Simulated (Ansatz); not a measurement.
Worked example: self-consistent single point of YbCdNi4 (F-43m, 6 atoms in the cell) in Ansatz (a first-principles code).

Method: LDA (PW92), PAW files made with PBE (plane waves; Ansatz).

The change in words: lattice scaled by 0.98. Reference geometry:
```xyz
6
Lattice="-2.4415 2.4415 3.4528 2.4415 -2.4415 3.4528 2.4415 2.4415 -3.4528" Properties=species:S:1:pos:R:3 pbc="T T T"
Yb     2.4415     0.0000     1.7264
Cd     0.0000     0.0000     0.0000
Ni     2.4415     1.2212    -0.8629
Ni     0.0000     1.2203     2.5900
Ni     1.2203     0.0000     4.3157
Ni     1.2212     2.4415     0.8629
```

Reference input (self-consistent single point, DFT, LDA (PW92), plane waves, PAW files made with PBE): kpoints.mp_grid.grid = 8 8 8; hamiltonian.xc = lda; hamiltonian.pseudopotentials = {kind: paw} (the program's default PAW files); scf.occupations.method = gaussian; scf.occupations.width = 0.0073 Ry. This run's input differs from it in these lines:

```diff
@@ -2,5 +2,5 @@
   lattice:
-    - [-2.44150500, 2.44150500, 3.45281500]
-    - [2.44150500, -2.44150500, 3.45281500]
-    - [2.44150500, 2.44150500, -3.45281500]
+    - [-2.39267500, 2.39267500, 3.38375900]
+    - [2.39267500, -2.39267500, 3.38375900]
+    - [2.39267500, 2.39267500, -3.38375900]
   atoms:
```

The program printed (abridged):

```
SCF iter   1: F=—  HF=-44781.455436 eV  |F-HF|=—  |Δ(HF+E_count)|=         —  Δρ=6.25e-1  dr2=2.89e2  ethr=3.10e-3  ⟨swp⟩=5.9  Hψ=8560  notcnv=0  defer=6
all-band conjugate gradients solve this SCF's bands
preconditioner: auto → Kerker (q_TF=auto, 2.918 Å⁻¹)
SCF iter   2: F=—  HF=-44775.472209 eV  |F-HF|=—  |Δ(HF+E_count)|=    5.98e0  Δρ=1.53e-1  dr2=1.85e1  ethr=3.10e-3  ⟨swp⟩=3.9  Hψ=4190  notcnv=0  defer=108
   [... lines left out ...]
SCF iter   9: F=—  HF=-44774.094982 eV  |F-HF|=—  |Δ(HF+E_count)|=   1.10e-4  Δρ=4.93e-4  dr2=1.43e-4  ethr=6.39e-7  ⟨swp⟩=2.0  Hψ=3170  notcnv=0  defer=113
SCF iter  10: F=—  HF=-44774.095001 eV  |F-HF|=—  |Δ(HF+E_count)|=   1.93e-5  Δρ=1.50e-4  dr2=1.08e-5  ethr=1.23e-7  ⟨swp⟩=2.0  Hψ=3382  notcnv=0  defer=113
SCF iter  11: F=—  HF=-44774.095003 eV  |F-HF|=—  |Δ(HF+E_count)|=   1.87e-6  Δρ=3.65e-5  dr2=1.27e-6  ethr=9.34e-9  ⟨swp⟩=2.0  Hψ=3320  notcnv=0  defer=113
SCF iter  12: F=-44774.095003 eV  HF=-44774.095003 eV  |F-HF|=5.90e-8  |Δ(HF+E_count)|=   5.26e-8  Δρ=1.05e-5  dr2=9.24e-8  ethr=8.62e-11  ⟨swp⟩=14.7  Hψ=15272  notcnv=0
SCF 1 converged in 12 iterations: F = -44774.095003 eV  dr2 = 9.24e-8
a probe of this close for a lower state beside it (scf.lower_state_search) gave no value that can be relied on (probe_not_borne_out) …
Stability not told: one more pass did not bear out a value that the check read (along that value's direction the trial steps together read 7.9e-1, that pass …
Free energy (F): -44774.095003 eV
Internal energy: -44774.054031 eV  (E = F + TS)
E sigma→0 (E₀):  -44774.074517 eV
Entropy (-TS):   -0.040972 eV (-6.829 meV/atom)
Fermi energy:    18.795823 eV
--- Forces (eV/Å), atoms counted from 1 ---
   [... lines left out ...]
  atom   6  Ni    -0.15274796    -0.00000000     0.10800911
--- Stress (GPa, compression-positive) ---
        2.757388       0.000000      -0.000000
        0.000000       2.757388      -0.000000
       -0.000000      -0.000000       2.757388
  P = ⅓ Tr σ = 2.7574 GPa (27.574 kbar)
  The stress holds the Pulay correction. Without it, at fixed plane waves, as pw.x and ABINIT print it: P = 2.6832 GPa
```

The run converged in 12 iterations. Against the reference run the free energy goes down by 10.9 meV/atom, the pressure goes from -6.54 to 2.76 GPa and the largest force goes from 0.150 to 0.187 eV/Å.

The starting cell comes from a database of computed structures (which also holds hypothetical and non-ambient phases and stackings), without a prior relaxation at this level. For this run, on top of that: lattice scaled by 0.98. Spin polarisation is off. Ansatz's pressure includes its estimate of the finite-basis (Pulay) stress.

Cost on one core of a shared machine: roughly 60 s.

Keys are those of Ansatz 0.2.
